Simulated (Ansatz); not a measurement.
# Migration barriers: O vacancy in polar orthorhombic HfO2, charge state +2

Defect: O vacancy in polar orthorhombic HfO2, charge state +2. Computed with PBE, PAW (plane waves to 420 eV; Ansatz, a quantum-chemistry and plane-wave program).

96-site cell at the relaxed PBE lattice, the Γ point alone, smearing 0.01 eV, spin-restricted, no finite-size correction. Energies are static. Spin-orbit coupling is left out. The host's phase is taken as given; its stability against other phases was not computed. The charge state is imposed; whether it is stable for some Fermi level was not computed. Forms of the defect that were not tried may lie lower.

Barriers: single points on a 2×2×2 k-point mesh shifted by half a step at the bands' geometries.

```tsv
Route	Start site over the lowest site run (eV)	Hop (Å)	Forward barrier (eV)	Backward barrier (eV)	Neighbours at the start	Neighbours at the saddle	Saddle order	Forward, on the band's own sampling (eV)
a nearby O atom hops onto the vacant site	0.00	2.58	0.50	0.50	Hf at 2.04, Hf at 2.15, Hf at 2.18; O at 2.60, O at 2.66 Å	2 Hf at 2.02; O at 2.57 Å	not checked	0.50
a nearby O atom hops onto the vacant site	0.00	2.05	0.53	0.38	Hf at 2.08, Hf at 2.18, Hf at 2.30, Hf at 2.44; O at 2.56, O at 2.59, O at 2.62 Å	Hf at 1.98, Hf at 1.99; O at 2.56 Å	not checked	0.52
a nearby O atom hops onto the vacant site	0.00	2.40	0.59	0.59	Hf at 2.10, Hf at 2.11, Hf at 2.22; O at 2.60, 2 O at 2.72 Å	Hf at 1.98, Hf at 2.11; O at 2.47 Å	not checked	0.58
a nearby O atom hops onto the vacant site	0.16	2.11	0.50	0.50	Hf at 2.12, 2 Hf at 2.25, Hf at 2.43; O at 2.60, O at 2.67, O at 2.74 Å	2 Hf at 1.99 Å	not checked	0.49
a nearby O atom hops onto the vacant site	0.00	2.60	0.82	0.66	Hf at 2.18, Hf at 2.21, Hf at 2.23, Hf at 2.33; O at 2.55, O at 2.59, O at 2.64, O at 2.68, O at 2.74, O at 2.78 Å	Hf at 1.96, Hf at 2.12; O at 2.55 Å	not checked	0.80
a nearby O atom hops onto the vacant site	0.16	2.33	0.70	0.70	Hf at 2.10, Hf at 2.11, Hf at 2.28, Hf at 2.53; O at 2.55, O at 2.57, O at 2.63 Å	Hf at 1.97, Hf at 2.00 Å	not checked	0.67
```

Paths come from climbing-image nudged elastic band runs.  

The whole set of runs took very roughly 4 core-hours.
